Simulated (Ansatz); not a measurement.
Functionals compared on OH on the 1x1 (0001) surface of beta Si3N4 (cut with top plane 4 N + 3 Si), one in a 1x1 cell, started at the site 'hollow Si', in Ansatz (plane waves, PAW). The structure was relaxed with PBE; the other rows are single points on it, each with its references at the same level. Cutoff 420 eV (500 eV for r2SCAN). The points keep PBE's geometry, so the relaxation of a polaron and the settling of charge on one site are left out.

Host crystal: beta Si3N4, with a band gap (PBE, scalar-relativistic without spin-orbit coupling).

Set-up: 44 atoms, 7.8 Å thick at the start under the adsorbate (thin: gaps and levels are the slab's own); mesh 3x3x1; 0.01 eV smearing; dipole correction on; 21 atoms held, the rest relaxed; no symmetry held; spin-polarised, ending with about 0.8 μB a cell, a value that depends on the mesh; orders that need a larger cell were not tried, no spin-orbit, no U, no dispersion correction. The slab shows no gap over 0.04 eV on its mesh. At the end it is bonded to Si. In PBE it is, or lies within 0.03 eV of, the lowest of the starts that converged. These notes are the PBE run's. r2SCAN: The program's check for a lower electronic state was not made. Adsorption energies are against H2O(g) − ½ H2(g). A negative adsorption energy means that the adsorbate is more stable on the surface than in its reference.

A dash marks a value that is undefined for that row or was read on another mesh.

```csv
functional,adsorption energy (eV),work function of the top face (eV),rough cost of the single point
PBE,-1.14,6.73,–
RPBE,…,…,very roughly 3 core-minutes
r2SCAN,-1.37,–,about 8 core-minutes (a rough figure)
```

Task: What belongs in the gaps?

Result: 
- RPBE, adsorption energy (eV): -0.97
- RPBE, work function of the top face (eV): 6.59

Ansatz is an electronic-structure program.
